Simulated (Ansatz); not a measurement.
The decay constant κ of evanescent states in the gap governs leakage through a thin film.

Given:

```
CELL_PARAMETERS angstrom
      2.90629     0.00000     0.00000
     -1.45315     2.51692     0.00000
      1.45315     0.83897     2.37298
ATOMIC_POSITIONS crystal
  Mg 0.00000 0.00000 0.00000
  O  0.00000 0.50000 0.50000
```

The cell is strained (all lengths scaled by 0.98); by r2SCAN it stands under a pressure of 13.0 GPa.

Transport runs along the normal of the first two printed cell vectors, the (111) plane of the conventional cell.

The gap is the functional's own, uncorrected, and κ follows it; spin-orbit coupling is left out. Mid-gap means the computed energy nearest the middle.

### Question
Compute, with Ansatz (a quantum-chemistry and plane-wave program) with r2SCAN, the band gap and the smallest decay constant κ at mid-gap.

### Answer
Gap 6.41 eV on a 14×14×14 mesh; κ = 0.388 1/Å, at the zone centre.
